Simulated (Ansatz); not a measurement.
## Response to strain in ZrC

The reference is ZrC in the rock salt structure (space group Fm-3m, No. 225; a = 4.669 Å; relaxed with 0.1 eV smearing). Axes: x, y, z lie along the cube axes.

Strains are applied to the cell and any free atomic positions relax; under biaxial strain the out-of-plane vector relaxes too.

Level of theory: PBEsol/PAW in Ansatz (a quantum-chemistry and plane-wave program), without spin-orbit coupling.

Notes on the quantities. energy relative to the base: free energy F.

| biaxial strain, plane normal [111], relaxed out of plane (%) | energy relative to the base (meV/atom) |
|---|---|
| -2.5 | 26.0 |
| -2.08 | 17.8 |
| -1.67 | ? |
| -1.25 | 6.3 |
| -0.83 | 2.8 |
| -0.42 | 0.7 |
| 0 | 0.0 |

Task: Fit ΔE = Aε² + Bε³ (ε in %) to the rows shown and predict the withheld row.

Result: Least squares on the printed values gives A = 3.92 and B = -0.096 meV/atom (largest residual 0.0 meV/atom); this predicts 11.4 meV/atom, and the run gives 11.4 meV/atom, in agreement.

Stability against distortions was not tested. All final runs are without spin polarisation.
